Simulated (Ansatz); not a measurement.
## MoPt (model structure, started from the CuAu type, P4/mmm, No. 123, 2 atoms in the cell)

These are r²SCAN (Ansatz, an electronic-structure program, PAW) values and carry that method's errors.

Numerical settings: plane-wave cutoff 560 eV, 20×20×16 k mesh (along the axes of the cell as run), Fermi–Dirac smearing 0.05 eV, no spin polarisation, scalar-relativistic PAW data made under PBE.

Cell (relaxed at this level):

```cif
data_MoPt
_chemical_formula_sum 'Mo1 Pt1'
_space_group_name_H-M_alt 'P4/mmm'
_space_group_IT_number 123
_space_group_name_Hall '-P 4 2'
_cell_length_a 2.70831
_cell_length_b 2.70831
_cell_length_c 4.13167
_cell_angle_alpha 90.000
_cell_angle_beta 90.000
_cell_angle_gamma 90.000
loop_
_atom_site_label
_atom_site_type_symbol
_atom_site_symmetry_multiplicity
_atom_site_Wyckoff_symbol
_atom_site_fract_x
_atom_site_fract_y
_atom_site_fract_z
_atom_site_occupancy
Mo1 Mo 1 d 0.50000 0.50000 0.50000 1
Pt1 Pt 1 a 0.00000 0.00000 0.00000 1
```

* **bulk modulus B0**: 293 GPa

Note: the run has no spin polarisation, so it can have missed a magnetic state; the bulk modulus is −V dP/dV from two relaxed cells at ±2 % in volume; the relaxation could raise the start's symmetry but not lower it, so the cell can be a saddle point.

Spin–orbit coupling is not included.

A model structure was made by putting elements into a prototype or built by hand; it is no filed structure, need not be a known phase, and can be a saddle point held by its symmetry.
